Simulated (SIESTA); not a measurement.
Checking a run of SIESTA on KRb2BiF6 (Fm-3m, 10 atoms in the cell). The aim is a self-consistent single point with DFT, GGA PBEsol, numerical atomic orbitals DZP, PseudoDojo PBEsol standard norm-conserving potentials (rewritten from UPF to PSML).

Cell that was meant: a = 6.6010 Å, b = 6.6010 Å, c = 6.6010 Å, α = 60.00°, β = 60.00°, γ = 60.00°.

Part of the input:

```
PAO.BasisSize                DZP
PAO.EnergyShift              0.01 Ry
MeshCutoff                   400 Ry
OccupationFunction           MP
OccupationMPOrder            0
ElectronicTemperature        0.272 eV
```

Output (repeated stretches shortened):

```
reinit: Reading from file input.fdf

reinit: System Name: KRb2BiF6
reinit: System Label: krb2bif6

   [... lines left out ...]
Gamma-point calculation with interaction between periodic images
Some features might not work optimally:
Some features might not work optimally:
e.g. DM initialization from atomic data
e.g. DM initialization from atomic data
new_DM -- step:     1
Initializing Density Matrix...

Attempting to read DM from file... Failed...
DM filled with atomic data:

InitMesh: MESH = 72 x 72 x 72 = 373248
InitMesh: Mesh cutoff (required, used) =   400.000   493.214 Ry

stepf: Methfessel-Paxton step function
       Using Hermite-Gauss polynomials of order  0
        iscf     Eharris(eV)        E_KS(eV)     FreeEng(eV)     dDmax    Ef(eV) dHmax(eV)
   scf:    1    -8505.875451    -8516.988009    -8516.988009  0.730216 -3.552049 10.511130
   scf:    2    -8522.615161    -8519.925419    -8519.925419  0.081329 -3.460513  8.440748
   scf:    3    -8524.891196    -8523.981121    -8523.981121  0.234450 -3.223163  1.085208
   scf:    4    -8523.152425    -8523.786315    -8523.786315  0.078598 -3.485171  2.603277
   scf:    5    -8523.759831    -8524.050559    -8524.050559  0.108533 -3.541492  1.092821
   scf:    6    -8524.206172    -8524.139256    -8524.139256  0.013629 -3.690582  0.432784
   scf:    7    -8524.138766    -8524.159525    -8524.159525  0.019375 -3.767003  0.247874
   scf:    8    -8524.169427    -8524.166500    -8524.166500  0.006067 -3.719156  0.017366
   scf:    9    -8524.166506    -8524.166503    -8524.166503  0.000116 -3.717758  0.015003
   scf:   10    -8524.166532    -8524.166531    -8524.166531  0.000527 -3.708979  0.003039
mix: Pulay -- inversion failed, > SVD [rank/size] 6 / 7
   scf:   11    -8524.166532    -8524.166532    -8524.166532  0.000083 -3.710301  0.000320
SCF Convergence by DM+H criterion
max |DM_out - DM_in|         :     0.0000826302
max |H_out - H_in|      (eV) :     0.0003201734
SCF cycle converged after 11 iterations

Using DM_out to compute the final energy and forces

siesta: E_KS(eV) =            -8524.1665

siesta: E_KS - E_eggbox =     -8524.1665

siesta: Atomic forces (eV/Ang):
     1    0.000004    0.000004    0.000004
     2   -0.000004   -0.000004   -0.000004
     3    0.000000    0.000000   -0.000000
     4   -0.000000   -0.000000   -0.000000
     5   -1.785826    0.000017    0.000017
     6    1.785826   -0.000017   -0.000017
     7    0.000017   -1.785826    0.000017
     8   -0.000017    1.785826   -0.000017
     9    0.000017    0.000017   -1.785826
    10   -0.000017   -0.000017    1.785826
   [... lines left out ...]
siesta: FreeEng =     -8524.166532
   [... lines left out ...]
siesta:    -0.000013    0.002077   -0.000013
siesta:    -0.000013   -0.000013    0.002077

siesta: Cell volume =        203.385292 Ang**3

siesta: Pressure (static):
siesta:                Solid            Molecule  Units
siesta:          -0.00002262         -0.00046739  Ry/Bohr**3
siesta:          -0.00207680         -0.04291333  eV/Ang**3
siesta:          -3.32739987        -68.75472801  kBar
```

### Question
Can these results be used? Check the input.

### Answer
The run is not sound. The fault is a single k-point for a small cell. The zone centre alone samples the bands of a small cell poorly; it suits large supercells. To fix it, use a k-point mesh or a larger supercell. The run converged in 11 iterations without an error; against the sound input the free energy goes up by 46.0 meV/atom, the pressure goes from -0.84 to -0.33 GPa and the largest force goes from 1.873 to 1.786 eV/Å.

The sound input it was made from differs as follows (other fixes are possible):
```diff
+%block kgrid.MonkhorstPack
+    4   0   0  0.0
+    0   4   0  0.0
+    0   0   4  0.0
+%endblock kgrid.MonkhorstPack
```

With that input, the run converged in 12 iterations: free energy E − TS -8524.6264 eV; top of the valence band (on the code's own zero) -7.10 eV; gap on the k-point mesh 4.56 eV; pressure -0.84 GPa; largest force (vector length) 1.873 eV/Å (DFT, GGA PBEsol, numerical atomic orbitals DZP, PseudoDojo PBEsol standard norm-conserving potentials (rewritten from UPF to PSML)).

On the sound input: the starting cell was generated: these elements placed on a structure prototype, without a prior relaxation; it need not be a known phase or ordering of this composition. Spin-orbit coupling is off. Values carry the incompleteness of an atom-centred basis. The basis of the alkali or alkaline-earth atoms may lack their empty d shell, which can raise the gap. Forces in this geometry exceed 1 eV/Å.
